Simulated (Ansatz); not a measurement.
Take SrMoO3 (space group I4/mcm, No. 140; a = 5.584 Å, c = 7.904 Å; a cell from a computed database, its experimental status unchecked) as the base. Axes: x, y, z lie along a, b, c of the conventional cell.

Calculations: Ansatz (a program for electronic structure) PBEsol, scalar-relativistic without spin-orbit coupling.

Strains are applied to the cell and any free atomic positions relax; under biaxial strain the out-of-plane vector relaxes too.

One change was made to it. Results:

| quantity | base | after |
|---|---|---|
| energy relative to the base (free energy F) | 0 meV/atom | +18 meV/atom |
| pressure (mean of the normal stresses, compression positive) | 0.0 GPa | -7.5 GPa |
| band gap | zero | zero |

### Question
Which change produced these results?
A) biaxial strain +4.06 %, plane normal [001], relaxed out of plane
B) biaxial strain −1.86 %, plane normal [001], relaxed out of plane
C) strain tensor (xx, yy, zz, yz, xz, xy) = (+0.66, +1.91, +1.66, +1.06, −1.80, +0.33) %

### Answer
C, strain tensor (xx, yy, zz, yz, xz, xy) = (+0.66, +1.91, +1.66, +1.06, −1.80, +0.33) %. For comparison, the energy relative to the base in the other runs: biaxial strain −1.86 %, plane normal [001], relaxed out of plane gives +9.6 meV/atom; biaxial strain +4.06 %, plane normal [001], relaxed out of plane gives +45 meV/atom.

Without a gap, meshes like the base's 12×12×12 leave anisotropic stresses uncertain by several tenths of a GPa, and small strain energies with them. Whether these cells are dynamically stable was not tested. No Hubbard U is applied, and correlation can decide whether such a compound is a metal. All final runs are without spin polarisation.
